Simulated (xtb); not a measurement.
xtb 6.7.1, GFN1-xTB: C[Si](C)(C)c1ccc2c(c1)oc1cc(-c3cccc(-c4cc5sc(F)cc5s4)c3)ccc12, 53 atoms. The geometry is a generated start, not checked to be a minimum at this level.

```
Quantity                                                                                                       Result
------------------------  -------------------------------------------------------------------------------------------
method                                                                                                       GFN1-xTB
--acc                                                                                                     1 (default)
--etemp (K)                                                                                             300 (default)
detailed input (--input)  none: ANC optimiser, Lindh (1995) Hessian, microcycle=20, maxdispl=1.0, hlow=0.01 (default)
basis functions                                                                                                   188
valence electrons                                                                                                 158
```

The structure is relaxed from this start with --opt LEVEL for the levels crude, sloppy, loose, lax, normal, tight, vtight, extreme, once each. Up to the end of the extreme run atoms move by at most 1.7 Å along an axis.

Task: What is the loosest level that ends within 20 meV of the extreme run, and how many cycles does it take?

Result: loose: 21 cycles against 68, ending 11 meV above.

```json
[
 {"level": "crude", "cycles": "4", "energy above the extreme run (meV)": "75", "gradient norm (eV/Å)": "0.33"},
 {"level": "sloppy", "cycles": "12", "energy above the extreme run (meV)": "26", "gradient norm (eV/Å)": "0.30"},
 {"level": "loose", "cycles": "21", "energy above the extreme run (meV)": "11", "gradient norm (eV/Å)": "0.15"},
 {"level": "lax", "cycles": "24", "energy above the extreme run (meV)": "8.8", "gradient norm (eV/Å)": "0.10"},
 {"level": "normal", "cycles": "44", "energy above the extreme run (meV)": "0.53", "gradient norm (eV/Å)": "0.015"},
 {"level": "tight", "cycles": "52", "energy above the extreme run (meV)": "0.27", "gradient norm (eV/Å)": "0.0078"},
 {"level": "vtight", "cycles": "68", "energy above the extreme run (meV)": "under 0.01", "gradient norm (eV/Å)": "0.0023"},
 {"level": "extreme", "cycles": "68", "energy above the extreme run (meV)": "—", "gradient norm (eV/Å)": "0.0023"}
]
```
